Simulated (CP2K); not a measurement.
**Input and output of a self-consistent single point for Al2Pt (Fm-3m, 3 atoms in the cell) (CP2K)**

Method of the run: PBE, GPW, TZVP-MOLOPT-SR-GTH basis, GTH-PBE potentials (GTH_POTENTIALS) (CP2K).

This input was run:

```
&GLOBAL
  PROJECT al2pt
  RUN_TYPE ENERGY_FORCE
  PRINT_LEVEL MEDIUM
&END GLOBAL
&FORCE_EVAL
  METHOD Quickstep
  STRESS_TENSOR ANALYTICAL
  &DFT
    BASIS_SET_FILE_NAME BASIS_MOLOPT_UCL
    POTENTIAL_FILE_NAME GTH_POTENTIALS
    &QS
      METHOD GPW
      EPS_DEFAULT 1E-10
    &END QS
    &MGRID
      CUTOFF 500
      REL_CUTOFF 40
      NGRIDS 5
    &END MGRID
    &SCF
      SCF_GUESS ATOMIC
      EPS_SCF 1E-6
      MAX_SCF 100
      ADDED_MOS 5
      &DIAGONALIZATION
        ALGORITHM STANDARD
      &END DIAGONALIZATION
      &MIXING
        METHOD BROYDEN_MIXING
        ALPHA 0.3
        NBUFFER 10
        BETA 1
      &END MIXING
      &SMEAR ON
        METHOD GAUSSIAN
        SIGMA [eV] 0.136
      &END SMEAR
    &END SCF
    &KPOINTS
      SCHEME MONKHORST-PACK 7 7 7
    &END KPOINTS
    &XC
      &XC_FUNCTIONAL PBE
      &END XC_FUNCTIONAL
    &END XC
    &PRINT
      &MO
        EIGENVALUES T
        OCCUPATION_NUMBERS T
        NDIGITS 8
        FILENAME mo
        &EACH
          QS_SCF 0
        &END EACH
        ADD_LAST NUMERIC
      &END MO
      &MULLIKEN ON
      &END MULLIKEN
    &END PRINT
  &END DFT
  &SUBSYS
    &CELL
      ABC 4.22122200 4.22122244 4.22122260
      ALPHA_BETA_GAMMA 60.00000351 60.00000467 60.00000348
      PERIODIC XYZ
    &END CELL
    &COORD
      SCALED
      Al       0.25000000     0.25000000     0.25000000
      Al       0.75000000     0.75000000     0.75000000
      Pt       0.00000000     0.00000000     0.00000000
    &END COORD
    &KIND Al
      BASIS_SET TZVP-MOLOPT-SR-GTH-q3
      POTENTIAL GTH-PBE-q3
    &END KIND
    &KIND Pt
      BASIS_SET TZVP-MOLOPT-SR-GTH-q18
      POTENTIAL GTH-PBE-q18
    &END KIND
  &END SUBSYS
  &PRINT
    &FORCES ON
    &END FORCES
    &STRESS_TENSOR ON
    &END STRESS_TENSOR
  &END PRINT
&END FORCE_EVAL
```

Output (repeated stretches shortened):

```
 GLOBAL| Method name                                                        CP2K
 GLOBAL| Project name                                                      al2pt
 GLOBAL| Run type                                                   ENERGY_FORCE

 CELL| Volume [angstrom^3]:                                            53.186294
 CELL| Vector a [angstrom]:       4.221     0.000     0.000   |a| =     4.221222
 CELL| Vector b [angstrom]:       2.111     3.656     0.000   |b| =     4.221222
 CELL| Vector c [angstrom]:       2.111     1.219     3.447   |c| =     4.221223
 CELL| Angle (b,c), alpha [degree]:                                    60.000004
 CELL| Angle (a,c), beta  [degree]:                                    60.000005
 CELL| Angle (a,b), gamma [degree]:                                    60.000003
 CELL| Numerically orthorhombic:                                              NO
 CELL| Periodicity                                                           XYZ

 DFT| Spin restricted Kohn-Sham (RKS) calculation                            RKS
 DFT| Multiplicity                                                             1
 DFT| Number of spin states                                                    1
 DFT| Charge                                                                   0
 DFT| XC density smoothing                                                  NONE
 DFT| XC derivatives                                                          PW

 QS| Method:                                                                 GPW
 QS| Density plane wave grid type                        NON-SPHERICAL FULLSPACE
 QS| Number of grid levels:                                                    5
 QS| Density cutoff [a.u.]:                                                250.0
 QS| Multi grid cutoff [a.u.]: 1) grid level                               250.0
   [... lines left out ...]
 BRILLOUIN| Wavefunction type                                            COMPLEX
 BRILLOUIN| List of Kpoints [2 Pi/Bohr]                                      172
 BRILLOUIN| Number           Weight            X              Y              Z
 BRILLOUIN|     1           0.00583       -0.42857       -0.42857       -0.42857
 BRILLOUIN|     2           0.00583       -0.42857       -0.42857       -0.28571
 BRILLOUIN|     3           0.00583       -0.42857       -0.42857       -0.14286
   [... 169 lines left out ...]
 *******************************************************************************

 Extrapolation method: initial_guess

 Re-scaling the density matrix to get the right number of electrons
                  # Electrons              Trace(P)               Scaling factor
                           24                24.000                        1.000

 Number of electrons:                                                         24
 Number of occupied orbitals:                                                 12
 Number of molecular orbitals:                                                17

 Number of orbital functions:                                                 69
 Number of independent orbital functions:                                     69
 SCF WAVEFUNCTION OPTIMIZATION

  Step     Update method      Time    Convergence         Total energy    Change
     1 NoMix/Diag. 0.30E+00      -     1.38817797      -125.0077433227 -1.25E+02
     2 Broy./Diag. 0.30E+00      -     0.12779653      -126.0852568656 -1.08E+00
     3 Broy./Diag. 0.30E+00      -     0.05542034      -124.9603622814  1.12E+00
     4 Broy./Diag. 0.30E+00      -     0.01940443      -124.4297213728  5.31E-01
     5 Broy./Diag. 0.30E+00      -     0.00491199      -124.4129036719  1.68E-02
     6 Broy./Diag. 0.30E+00      -     0.00099427      -124.4328333631 -1.99E-02
     7 Broy./Diag. 0.30E+00      -     0.00021293      -124.4325894445  2.44E-04
     8 Broy./Diag. 0.30E+00      -     0.00052204      -124.4325857042  3.74E-06
     9 Broy./Diag. 0.30E+00      -     0.00006678      -124.4330242976 -4.39E-04
    10 Broy./Diag. 0.30E+00      -     0.00008853      -124.4332455796 -2.21E-04
    11 Broy./Diag. 0.30E+00      -     0.00000624      -124.4333162329 -7.07E-05
    12 Broy./Diag. 0.30E+00      -     0.00000795      -124.4333247586 -8.53E-06
    13 Broy./Diag. 0.30E+00      -     0.00000006      -124.4333239988  7.60E-07
  *** SCF run converged in    13 steps ***

  Electronic density on regular grids:        -23.9999999998        0.0000000002
  Core density on regular grids:               23.9999999973       -0.0000000027
  Total charge density on r-space grids:       -0.0000000025
  Total charge density g-space grids:          -0.0000000025

  Overlap energy of the core charge distribution:               0.00000000003378
  Self energy of the core charge distribution:               -194.08121674042818
  Core Hamiltonian energy:                                     42.90522118371136
  Hartree energy:                                              40.08694634548154
  Exchange-correlation energy:                                -13.34365055049284
  Smearing free energy correction:                             -0.00062423706723
  Fermi energy:                                                 0.30420795382283

  Total energy:                                              -124.43332399877393
  Total energy (extrapolated to sigma->0):                   -124.43301188024031

                     Mulliken Population Analysis

 #  Atom  Element  Kind  Atomic population                           Net charge
       1     Al       1          2.313041                              0.686959
       2     Al       1          2.313064                              0.686936
       3     Pt       2         19.373895                             -1.373895
 # Total charge                             24.000000                 -0.000000

 ENERGY| Total FORCE_EVAL ( QS ) energy [hartree]           -124.433323755133571

 FORCES| Atomic forces [hartree/bohr]
 FORCES|   Atom     x               y               z               |f|
 FORCES|      1  1.09214491E-07  2.34884362E-07 -1.15141391E-07   2.83471354E-07
 FORCES|      2 -1.09200184E-07 -7.78357854E-08  3.04869558E-07   3.33059360E-07
 FORCES|      3 -1.45069147E-11 -1.57047134E-07 -1.89731887E-07   2.46296552E-07
 FORCES| Sum    -1.99239812E-13  1.44257844E-12 -3.72031222E-12
 FORCES| Total atomic force                                       3.99517860E-12

 STRESS| Analytical stress tensor [bar]
 STRESS|                        x                   y                   z
 STRESS|      x       -1.60441688779E+04  -8.92996090347E+00  -6.31464088439E+00
 STRESS|      y       -8.92996090347E+00  -1.60319015837E+04  -4.58026106792E+00
 STRESS|      z       -6.31464088439E+00  -4.58026106792E+00  -1.60301596021E+04
 STRESS| 1/3 Trace                                            -1.60354100212E+04
```

The run converged in 13 iterations.

The starting cell comes from a database of computed structures (which also holds hypothetical and non-ambient phases and stackings), without a prior relaxation at this level. Its lattice was rescaled by a random factor within 2.5 % of one. Spin polarisation is off. Values carry the incompleteness of an atom-centred basis.

Cost on one core of a shared machine: roughly 60 s.
